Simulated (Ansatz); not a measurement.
**Worked example: self-consistent single point of ScCrC₂ (P6_3/mmc, 8 atoms in the cell) in Ansatz (a quantum-chemistry and plane-wave program)**

Method of the run: LDA (PW92), default PAW files made with PBE (plane waves; Ansatz).

This input was run:

Ansatz 0.2 input:
```yaml
crystal:
  lattice:
    - [3.256119, 0.000000, 0.000000]
    - [-1.628060, 2.819882, 0.000000]
    - [0.000000, 0.000000, 9.037933]
  atoms:
    - { symbol: Sc, position: [0.000000, 0.000000, 0.500000] }
    - { symbol: Sc, position: [0.000000, 0.000000, 0.000000] }
    - { symbol: Cr, position: [0.333333, 0.666667, 0.250000] }
    - { symbol: Cr, position: [0.666667, 0.333333, 0.750000] }
    - { symbol: C, position: [0.333333, 0.666667, 0.834260] }
    - { symbol: C, position: [0.666667, 0.333333, 0.165740] }
    - { symbol: C, position: [0.666667, 0.333333, 0.334260] }
    - { symbol: C, position: [0.333333, 0.666667, 0.665740] }
basis:
  ecutwfc: 30.9 Ry
kpoints:
  mp_grid:
    grid: [12, 12, 4]
hamiltonian:
  xc: lda
  pseudopotentials:
    kind: paw
scf:
  occupations:
    method: fermi_dirac
    width: 0.0073 Ry
output:
  forces: true
  eigenvalues: true
  stress: true
```

Output (repeated stretches shortened):

```
WARN the atoms were moved onto the symmetric positions of the space group found under crystal.symmetry.tolerance 1.0e-5 (fractional …
WARN ansatz: RAYON_NUM_THREADS=1 ignored (pool sized by the plan → 1); use --threads N
Pseudopotentials: kind: paw
Pseudopotential: Sc, paw, valence charge 11
Pseudopotential: Cr, paw, valence charge 14
Pseudopotential: C, paw, valence charge 4
Crystal: 8 atoms, lattice volume = 82.985 Å³
Basis set: ecut = 420.4159175005146 eV, 1639 PW (Γ)
Bands: 41, of which v1, the nominal top of the filled ones, is band 33 counted from 1 (32 counted from 0)
Symmetry: 24 space group operations
Space group: P63/mmc (ITA 194), of the structure as read, at distance tolerance 4.4e-5 Å
k-points: 57 of 576
PAW frozen core: Sc, regenerated for the run's functional, and the local potential with it
PAW frozen core: Cr, regenerated for the run's functional, and the local potential with it
PAW frozen core: C, regenerated for the run's functional, and the local potential with it
Initial density: superposition of atomic densities (neutral atoms: chi_scale 0, normalization atom), corrected by the library's trained network
Initial wavefunctions: pseudopotential atomic-orbital guess
Eigensolver: davidson
Functional: x = slater, c = lda
SCF iter   1: F=—  HF=-11799.821485 eV  |F-HF|=—  |Δ(HF+E_count)|=         —  Δρ=1.65e-2  dr2=2.48e-1  ethr=1.77e-3  ⟨swp⟩=4.1  Hψ=7990  notcnv=0
all-band conjugate gradients solve this SCF's bands
preconditioner: auto → Kerker (q_TF=auto, 2.626 Å⁻¹)
SCF iter   2: F=—  HF=-11799.777442 eV  |F-HF|=—  |Δ(HF+E_count)|=   4.40e-2  Δρ=7.02e-3  dr2=4.10e-2  ethr=3.76e-4  ⟨swp⟩=1.7  Hψ=2958  notcnv=0
SCF iter   3: F=—  HF=-11799.767431 eV  |F-HF|=—  |Δ(HF+E_count)|=   1.00e-2  Δρ=1.81e-3  dr2=2.31e-3  ethr=6.21e-5  ⟨swp⟩=2.0  Hψ=2869  notcnv=0
SCF iter   4: F=—  HF=-11799.767037 eV  |F-HF|=—  |Δ(HF+E_count)|=   3.94e-4  Δρ=6.34e-4  dr2=3.30e-4  ethr=3.50e-6  ⟨swp⟩=2.0  Hψ=3048  notcnv=0
SCF iter   5: F=—  HF=-11799.767000 eV  |F-HF|=—  |Δ(HF+E_count)|=   3.73e-5  Δρ=1.55e-4  dr2=2.03e-5  ethr=4.99e-7  ⟨swp⟩=2.0  Hψ=2568  notcnv=0
SCF iter   6: F=—  HF=-11799.766996 eV  |F-HF|=—  |Δ(HF+E_count)|=   3.64e-6  Δρ=2.89e-5  dr2=8.20e-7  ethr=3.07e-8  ⟨swp⟩=2.0  Hψ=2838  notcnv=0
SCF iter   7: F=—  HF=-11799.766996 eV  |F-HF|=—  |Δ(HF+E_count)|=   1.54e-7  Δρ=8.01e-6  dr2=1.01e-7  ethr=1.52e-10  ⟨swp⟩=5.5  Hψ=8189  notcnv=0
SCF iter   8: F=-11799.766996 eV  HF=-11799.766996 eV  |F-HF|=2.60e-9  |Δ(HF+E_count)|=   1.73e-8  Δρ=1.92e-6  dr2=4.09e-9  ethr=1.52e-10  ⟨swp⟩=3.7  Hψ=6448  notcnv=0
SCF 1 converged in 8 iterations: F = -11799.766996 eV  dr2 = 4.09e-9
SCF converged after 8 iterations
Free energy (F): -11799.766996 eV
Harris-Foulkes:  -11799.766996 eV  (|F-HF|=2.60e-9)
Internal energy: -11799.636737 eV  (E = F + TS)
E sigma→0 (E₀):  -11799.701867 eV
Entropy (-TS):   -0.130259 eV (-16.282 meV/atom)
Fermi energy:    14.654301 eV
--- Per-component energies (eV) ---
  E_band       = -545.530545
  E_kinetic    = 1573.277811
  E_local      = -4727.768010  (includes V_loc(G=0)·N_el)
  E_nonlocal   = 446.813346
  E_hartree    = 1881.258872
  E_xc         = -680.469695
  E_vxc        = -858.111213  (∫ρ·V_xc dr)
  E_paw        = -4466.873835  (= ΣΔE_a)
  E_vpaw       = -742.262646  (= ΣTr[D̂ρ^β])
  E_aug_tail   = 0.000684  (compensation charges beyond the density's cutoff)
  E_ewald      = -5827.467335
  E_core_change = 1.591425  (= ΣΔE_core)
  E_smearing   = -0.130259  (= −TS)
  E_closure    = 0.000000  (closes the sum)
  Σ components = -11799.766996   (vs F -11799.766996, Δ=0.00e0)
--- Forces (eV/Å), atoms counted from 1 ---
  atom   1  Sc     0.00000000     0.00000000     0.00000000
  atom   2  Sc     0.00000000     0.00000000     0.00000000
  atom   3  Cr    -0.00000000     0.00000000    -0.00000000
  atom   4  Cr     0.00000000    -0.00000000     0.00000000
  atom   5  C      0.00000000    -0.00000000    -0.31197198
  atom   6  C     -0.00000000     0.00000000     0.31197198
  atom   7  C     -0.00000000     0.00000000    -0.31197198
  atom   8  C      0.00000000    -0.00000000     0.31197198
  max |Σ_I F_I| component: 1.48e-16 eV/Å
--- Stress (GPa, compression-positive) ---
      -13.168679       0.000000      -0.000000
        0.000000     -13.168679      -0.000000
       -0.000000      -0.000000     -12.512076
  P = ⅓ Tr σ = -12.9498 GPa (-129.498 kbar)
  The stress holds the Pulay correction. Without it, at fixed plane waves, as pw.x and ABINIT print it: P = -13.3085 GPa
--- Band table (eV; the first three rows and the last of 57) ---
  k-point 0: bands = ["-56.6814", "-56.6814", "-33.9338", "-33.9323", "-28.5516", "-28.5516", "-28.5516", "-28.5516", "-28.1219", "-28.1179", "-13.0323", "-13.0010", "-12.6809", "-12.6809", "-12.6804", "-12.6804", "-1.0901", "-0.7740", "4.9825", [...]
  k-point 1: bands = ["-56.6814", "-56.6814", "-33.9335", "-33.9325", "-28.5516", "-28.5516", "-28.5516", "-28.5516", "-28.1213", "-28.1185", "-13.0278", "-13.0056", "-12.6808", "-12.6808", "-12.6805", "-12.6805", "-1.0469", "-0.8238", "5.1571", [...]
  k-point 2: bands = ["-56.6814", "-56.6814", "-33.9330", "-33.9330", "-28.5516", "-28.5516", "-28.5516", "-28.5516", "-28.1199", "-28.1199", "-13.0167", "-13.0167", "-12.6806", "-12.6806", "-12.6806", "-12.6806", "-0.9387", "-0.9387", "5.6431", [...]
  k-point 56: bands = ["-56.6729", "-56.6729", "-33.8784", "-33.8784", "-28.6276", "-28.6276", "-28.6065", "-28.6065", "-28.1089", "-28.1089", "-12.9467", "-12.9467", "-12.9430", "-12.9430", "-12.9238", "-12.9238", "0.2793", "0.2793", "6.3537", [...]
```

The run converged in 8 iterations.

The starting cell comes from a database of computed structures (which also holds hypothetical and non-ambient phases and stackings), without a prior relaxation at this level. Its lattice was rescaled by up to half a per cent. Spin polarisation is off. With a pressure of about -13 GPa the cell is away from its equilibrium volume at this level. Ansatz's pressure includes its estimate of the finite-basis (Pulay) stress.
